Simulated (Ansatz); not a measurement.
InP (F-43m), Ansatz (a quantum-chemistry and plane-wave program) with PBEsol with spin-orbit coupling, rigid bands: N_v = 2.23e19 cm⁻³ at 300 K and a hole conductivity mass of 0.558 mₑ.

Problem. For 1e17 holes per cm³ at 300 K, place the Fermi level, estimate the Seebeck coefficient of a parabolic band with constant τ, and give mobility and conductivity for τ = 50 fs.

Solution. The level lies k_BT ln(N_v/p) = 0.140 eV above the valence-band maximum. S ≈ +(k_B/e)[ln(N_v/p) + 5/2] = 681 μV/K, against 708 μV/K from the full bands (mean over directions). μ = eτ/m = 158 cm²/(V·s) and σ = peμ = 2.53 S/cm. τ is assumed, not computed.

Band transport and this doping are assumed; polarons and phonon drag are left out.
